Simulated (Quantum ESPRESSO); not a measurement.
## Several settings converged on Ta2H (P2, 3 atoms in the cell)

```
Ta2H
1.0
    2.94449     0.00000     0.00000
    0.00000     4.78236     0.00000
   -0.91373     0.00000     2.79913
Ta H
2 1
Direct
  0.00000   0.72497   0.50000
  0.50000   0.26457   0.00000
  0.00000   0.00000   0.00000
```

Base method: LDA (PZ), GBRV 1.5 ultrasoft (LDA) pseudopotentials (plane waves; Quantum ESPRESSO).

Base settings: ecutwfc = 40 Ry; ecutrho = 320 Ry; occupations = smearing; smearing = fermi-dirac; degauss = 0.0073499 Ry; potentials = {Ta: ta_lda_v1.uspp.F.UPF, H: h_lda_v1.4.uspp.F.UPF}; K_POINTS = automatic 5 3 5 0 0 0; conv_thr = 1e-09 Ry.

The count of work is k-points × plane waves × bands × iterations; it is no time. 

**Shifted k-point meshes**

Only quantities that move along the ladder and can be compared are tabulated.

```csv
K_POINTS,free energy less the last step's (meV/atom),pressure (GPa),largest difference of a force vector from the last step's (eV/Å),count of work / last
automatic 2 1 2 1 1 1,737.12,1.71,0.180,0.0017
automatic 3 2 3 1 1 1,89.97,-9.81,0.103,0.0038
automatic 4 3 4 1 1 1,-35.33,-13.42,0.003,0.013
automatic 6 3 6 1 1 1,-0.06,-12.84,0.207,0.027
automatic 7 4 7 1 1 1,7.10,-12.67,0.019,0.037
automatic 21 12 21 1 1 1,0.00,-12.77,0.000,1.0
```

Coarsest K_POINTS that holds the forces within 0.01 eV/Å: not settled: the last two steps still differ by 0.019 eV/Å, over half the tolerance, so the ladder does not show it.

Coarsest K_POINTS that holds the free energy within 5 meV/atom: not settled: the last two steps still differ by 7.1 meV/atom, over half the tolerance, so the ladder does not show it.

Coarsest K_POINTS that holds the pressure within 1 GPa of the last step, with all finer ones: automatic 4 3 4 1 1 1, at 0.013 of the last step's count of work; the step before is off by 3.0 GPa.

**The width of Fermi-Dirac smearing**

In this ladder: K_POINTS = automatic 8 5 8 0 0 0.

Narrow widths need finer meshes than wide ones, so the last steps can hold mesh noise.

Only quantities that move along the ladder and can be compared are tabulated; pressure and forces are left out, as mesh noise rules them at narrow widths.

```csv
degauss,free energy less the last step's (meV/atom),energy extrapolated to zero width less the last step's (meV/atom)
0.073499 Ry,-934.91,35.07
0.036749 Ry,-208.90,12.55
0.02205 Ry,-66.51,1.78
0.0073499 Ry,0.00,0.00
```

Widest degauss that holds the free energy within 5 meV/atom: not settled: the last two steps still differ by 67 meV/atom, over half the tolerance, so the ladder does not show it.

Widest degauss that holds the energy extrapolated to zero width within 2 meV/atom: not settled: the last two steps still differ by 1.8 meV/atom, over half the tolerance, so the ladder does not show it.

The extrapolation to zero width removes most of the smearing's effect on the energy.

**The SCF threshold**

The mesh stays at the base's, so the ladder's end is converged at best in this setting alone.

Only quantities that move along the ladder and can be compared are tabulated.

```csv
conv_thr,free energy less the last step's (meV/atom),largest difference of a force vector from the last step's (eV/Å),count of work / last
0.0073 Ry,7.53,0.750,0.33
7.3e-05 Ry,0.01,0.061,0.50
7.3e-07 Ry,0.00,0.009,0.58
7.3e-09 Ry,0.00,0.001,0.67
1e-09 Ry,0.00,0.000,0.75
7.3e-14 Ry,0.00,0.000,1.0
```

Coarsest conv_thr that holds the forces within 0.005 eV/Å of the last step, with all finer ones: 7.3e-09 Ry; the step before is off by 0.009 eV/Å.

Coarsest conv_thr that holds the free energy within 0.5 meV/atom of the last step, with all finer ones: 7.3e-05 Ry; the step before is off by 7.5 meV/atom.

On the base run: the starting cell comes from a database of computed structures (which also holds hypothetical and non-ambient phases and stackings), without a prior relaxation at this level. Its lattice was rescaled by up to half a per cent. One atom was moved a little off its site on purpose. Spin polarisation is off. In the base run, with a pressure of about -12 GPa the cell is away from its equilibrium volume at this level. Without a gap this mesh is coarse (it stands for a supercell whose shortest vector is 14 Å).

Left out of this page: 2 runs of the series outside the window shown, repeating another row's setting, or not comparable.
